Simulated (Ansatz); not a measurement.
Short convergence ladders for HgTe (C2, 6 atoms in the cell)

```
CELL_PARAMETERS angstrom
      4.67872     0.00000     0.00000
     -2.33936     4.05189     0.00000
      0.00000     0.00000    10.47531
ATOMIC_POSITIONS crystal
  Hg 0.31614 0.31614 0.00000
  Hg 0.69455 0.00000 0.33333
  Hg 0.00000 0.68386 0.66667
  Te 0.48557 0.48557 0.50000
  Te 0.51443 0.00000 0.83333
  Te 0.00000 0.51443 0.16667
```

Base method: LDA (PW92), default PAW files made with PBE (plane waves; Ansatz, a quantum-chemistry and plane-wave program).

Base settings: basis.ecutwfc = 30.9 Ry; kpoints.mp_grid.grid = 4 4 1; hamiltonian.xc = lda; hamiltonian.pseudopotentials = {kind: paw} (the program's default PAW files); scf.occupations.method = fermi_dirac; scf.occupations.width = 0.0015 Ry.

The count of work is k-points × plane waves × bands × iterations; it is no time. Core times come from one kind of shared machine, to one figure; runs under 30 s give none.

**The cutoff for other potential files**

Level: DFT, LDA (PW92), plane waves, harder PAW files (source: ansatz) made with PBE.

In this ladder: hamiltonian.pseudopotentials = {kind: paw, source: ansatz}.

The second cell is the first with its lattice scaled by 0.98.

The mesh stays at the base's, so the ladder's end is converged at best in this setting alone.

The first pressure column holds Ansatz's estimate of the finite-basis (Pulay) stress, which hides part of the cutoff error; the other is without it.

Only quantities that move along the ladder and can be compared are tabulated; the gap is left out on so coarse a mesh.

| basis.ecutwfc | free energy less the last step's (meV/atom) | energy of the compressed cell less the first (meV/atom) | pressure (GPa) | pressure without the Pulay estimate (GPa) | largest difference of a force vector from the last step's (eV/Å) | count of work / last |
|---|---|---|---|---|---|---|
| 22.8 Ry | 12803.52 | -243.40 | -5.01 | -270.12 | 0.123 | 0.11 |
| 27.9 Ry | 2793.77 | -4.53 | -3.88 | -83.14 | 0.095 | 0.15 |
| 35.6 Ry | 182.77 | -22.74 | -3.41 | -11.80 | 0.003 | 0.21 |
| 43 Ry | 6.84 | -27.83 | -3.42 | -3.87 | 0.000 | 0.27 |
| 50.7 Ry | 0.80 | -27.76 | -3.41 | -3.42 | 0.000 | 0.35 |
| 61 Ry | 0.61 | -27.77 | -3.41 | -3.42 | 0.000 | 0.46 |
| 76.1 Ry | 0.14 | -27.77 | -3.41 | -3.41 | 0.000 | 0.57 |
| 101.4 Ry | 0.00 | -27.77 | -3.41 | -3.41 | 0.000 | 1.0 |

Coarsest basis.ecutwfc that holds the pressure without the Pulay estimate within 0.5 GPa of the last step, with all finer ones: 43 Ry, at 0.27 of the last step's count of work; the step before is off by 8.4 GPa.

Coarsest basis.ecutwfc that holds the pressure within 0.05 GPa of the last step, with all finer ones: 35.6 Ry, at 0.21 of the last step's count of work; the step before is off by 0.47 GPa.

Coarsest basis.ecutwfc that holds the free energy within 5 meV/atom of the last step, with all finer ones: 50.7 Ry, at 0.35 of the last step's count of work; the step before is off by 6.8 meV/atom.

The energy difference between the two cells stays within 1 meV/atom of the last step's from 43 Ry on, the total only from 50.7 Ry on: much of the error is common to both cells and cancels.

At the lowest cutoff the pressure without the Pulay estimate lies 267 GPa under the last step's, the usual sign of Pulay stress in an incomplete plane-wave basis.

**The relaxed cell against the cutoff**

On HgTe (P3_121, 6 atoms in the cell): atoms on their sites.

In this ladder: relax = cell and atoms.

The mesh stays at the base's, so the ladder's end is converged at best in this setting alone.

Only quantities that move along the ladder and can be compared are tabulated; the gap is left out on so coarse a mesh.

| basis.ecutwfc | relaxed volume (Å³/atom) | relaxation steps | core time / last (rough) |
|---|---|---|---|
| 18.4 Ry | 29.366 | 80 | 2 |
| 21.7 Ry | 29.160 | 23 | 0.7 |
| 26.1 Ry | 29.127 | 10 | 0.4 |
| 30.9 Ry | 29.114 | 8 | 0.4 |
| 37.1 Ry | 29.109 | 8 | 0.5 |
| 46.3 Ry | 29.110 | 8 | 0.7 |
| 61.7 Ry | 29.107 | 8 | 1 |

Coarsest basis.ecutwfc that holds the relaxed volume within 0.146 Å³/atom of the last step, with all finer ones: 21.7 Ry; the step before is off by 0.26 Å³/atom.

At the lowest cutoff the cell relaxes to a volume 0.9 % larger than at the highest. Ansatz relaxes on a stress corrected for the finite basis.

On the base run: the starting cell comes from a database of computed structures (which also holds hypothetical and non-ambient phases and stackings), without a prior relaxation at this level. Its lattice was rescaled by up to half a per cent. One atom was moved a little off its site on purpose.

Left out of this page: 1 run of the series failed or unconverged.

Keys are those of Ansatz 0.2.
